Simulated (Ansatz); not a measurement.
**Response to strain in Ta**

The parent structure is Ta in the bcc (W type) structure (space group Im-3m, No. 229; a = 3.3061 Å; relaxed with 0.1 eV smearing).

Strains are applied to the cell and any free atomic positions relax.

All numbers come from DFT with r2SCAN, PAW potentials and a 500 eV plane-wave cutoff in Ansatz (a program for electronic structure), without spin-orbit coupling.

Notes on the quantities. energy relative to the base: free energy F.

```csv
isotropic strain (%),energy relative to the base (meV/atom)
-3,99.7
-2.5,68.3
-2,43.1
-1.5,?
-1,10.5
-0.5,2.6
0,0.0
```

Q: Fit ΔE = Aε² + Bε³ (ε in %) to the rows shown and predict the withheld row.

A: Least squares on the printed values gives A = 10.2 and B = -0.30 meV/atom (largest residual 0.0 meV/atom); this predicts 23.9 meV/atom, and the run gives 24.0 meV/atom, in agreement.

No phonon test of stability was made. All final runs are without spin polarisation.
